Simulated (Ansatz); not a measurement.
## AlN, response to strain

The reference is AlN in the wurtzite structure (space group P6_3mc, No. 186).

```xyz
4
Lattice="3.1302 0.0000 0.0000 -1.5651 2.7109 0.0000 0.0000 0.0000 5.0180" Properties=species:S:1:pos:R:3 pbc="T T T"
Al     0.0000     1.8072     0.0012
Al     1.5651     0.9036     2.5102
N      0.0000     1.8072     1.9157
N      1.5651     0.9036     4.4247
```

Cartesian axes are those of the cell as printed.

Strains are applied to the cell and any free atomic positions relax; under biaxial strain the out-of-plane vector relaxes too.

All numbers come from PBE, PAW, 420 eV (Ansatz, a program for electronic structure; without spin-orbit coupling).

Notes on the quantities. in-plane stress: mean in-plane stress (compression positive).

```csv
change,electron mass,ratio −ε⊥/ε∥,width of the top valence band,in-plane stress
base,–,–,2.34 eV,–
"biaxial strain −3.00 %, plane normal [001], relaxed out of plane",[?],[?],[?],[?]
"biaxial strain −2.40 %, plane normal [001], relaxed out of plane","0.28 mₑ out of plane, 0.32 mₑ in plane (at Γ)",0.53,2.32 eV,+11.8 GPa
"biaxial strain −1.80 %, plane normal [001], relaxed out of plane","0.28 mₑ out of plane, 0.31 mₑ in plane (at Γ)",0.53,2.27 eV,+8.6 GPa
"biaxial strain −1.20 %, plane normal [001], relaxed out of plane","0.28 mₑ out of plane, 0.31 mₑ in plane (at Γ)",0.54,2.27 eV,+5.6 GPa
"biaxial strain −0.60 %, plane normal [001], relaxed out of plane","0.28 mₑ out of plane, 0.30 mₑ in plane (at Γ)",–,2.31 eV,+2.7 GPa
```

### Question
Complete the table.

### Answer

- biaxial strain −3.00 %, plane normal [001], relaxed out of plane, electron mass: 0.27 mₑ out of plane, 0.33 mₑ in plane (at Γ)
- biaxial strain −3.00 %, plane normal [001], relaxed out of plane, ratio −ε⊥/ε∥: 0.52
- biaxial strain −3.00 %, plane normal [001], relaxed out of plane, width of the top valence band: 2.37 eV
- biaxial strain −3.00 %, plane normal [001], relaxed out of plane, in-plane stress: +15.1 GPa

The levels and masses belong to the bands next to the band gap. Masses are band curvatures over ±0.01 Å⁻¹ around the edge. No phonon test of stability was made.
